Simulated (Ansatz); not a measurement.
Base system: ZnGeP2 in the chalcopyrite structure (space group I-42d, No. 122; a = 5.500 Å, c = 10.845 Å). Axes: x, y, z lie along a, b, c of the conventional cell.

All numbers come from Kohn–Sham DFT with the PBE functional, run in Ansatz (a first-principles code) with PAW and 420 eV plane waves, without spin-orbit coupling.

Before the change:

- Pressure: 0.0 kbar
- Shortest interatomic distance: 236.0 pm

One thing is altered: the cell is stretched by 0.75 % along z with no lateral relaxation, atoms relaxed at fixed cell.

### Question
What happens to the energy relative to the base?

### Answer
The energy goes up by 0.4 meV/atom.

### Question
Predict the new pressure.

### Answer
The pressure (mean of the normal stresses, compression positive) goes from zero to -5.5 kbar.

### Question
What happens to the shortest interatomic distance?

### Answer
The shortest interatomic distance increases by 0.6 pm to 236.6 pm.

The cells carry an imposed strain or load. No phonon test of stability was made.
